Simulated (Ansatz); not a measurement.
The starting structures come from a database of crystals and need not be the phases stable at ambient conditions.

By PBEsol, the system below comes out a metal.

The ballistic (Sharvin) conductance counts the channels at the Fermi level: G/A = (e²/h) × channels of both spins per area.

Given:

```xyz
1
Lattice="3.1226 0.0000 0.0000 -1.0409 2.9440 0.0000 1.0409 1.4720 2.4996" Properties=species:S:1:pos:R:3 pbc="T T T"
Hf     0.0000     0.0000     0.0000
```

Space group of this cell: Fmmm. The cell is strained (lengths across the current scaled by 1.02, ions clamped); by PBEsol its mean pressure is -7.2 GPa.

The current flows along the normal of the first two printed cell vectors. No spin-orbit coupling; the value is a mean over 0.1 eV about the Fermi level.

Task: Compute, with PBEsol (Ansatz, a first-principles code), the ballistic conductance per area.

Result: 1.3 × 10¹⁵ S/m² for both spins.
